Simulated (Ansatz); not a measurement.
## Harmonic thermodynamics of LiBr in the rock salt structure

Per mole of formula units at the relaxed static volume; finite displacements on a 6×6×6 mesh, PBEsol density-functional theory in Ansatz (plane waves, PAW), k mesh 6×6×6; sums on an interpolated 12×12×12 mesh.  Zero-point energy 5.58 kJ/mol.

```csv
T (K),F_vib (kJ/mol),S (J/mol/K),C_V (J/mol/K)
100,4.53,26.9,33.3
150,2.79,42.0,40.7
200,0.37,54.3,44.2
250,-2.60,64.4,46.0
300,-6.04,72.9,47.1
400,-14.04,86.6,48.3
600,…,…,…
800,-56.23,120.6,49.5
1000,-81.49,131.6,49.6
```

Task: Complete the blanks.

Result: 
- 600, F_vib (kJ/mol): -33.47
- 600, S (J/mol/K): 106.4
- 600, C_V (J/mol/K): 49.2

Whether this phase is the stable one at each condition was not tested.

Ansatz is a program for electronic structure.
